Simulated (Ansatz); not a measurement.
Data:

```xyz
2
Lattice="4.1646 0.0000 0.0000 2.0823 3.6067 0.0000 2.0823 -1.2022 1.6693" Properties=species:S:1:pos:R:3 pbc="T T T"
Zn     2.0823     1.2022     0.8347
Cu     0.0000     0.0000     0.0000
```

No spin polarisation.

The values are results of Kohn–Sham DFT with the PBEsol functional, run in Ansatz (a quantum-chemistry and plane-wave program) with PAW and 420 eV plane waves, without spin-orbit coupling, not measurements. Γ-centred 20×20×20 mesh, Fermi–Dirac width 0.1 eV.

Task: Predict the band gap, space group and in-plane stress.

Result: The band gap is zero, the space group comes out as R-3m (No. 166) and the mean in-plane stress (compression positive) is -3.6 GPa.

The cells carry an imposed strain or load. Whether these cells are dynamically stable was not tested. All final runs are without spin polarisation. The cell was made from ZnCu in the CsCl type structure (space group Pm-3m, No. 221) by this change: biaxial strain +1.25 %, plane normal [111], relaxed out of plane.
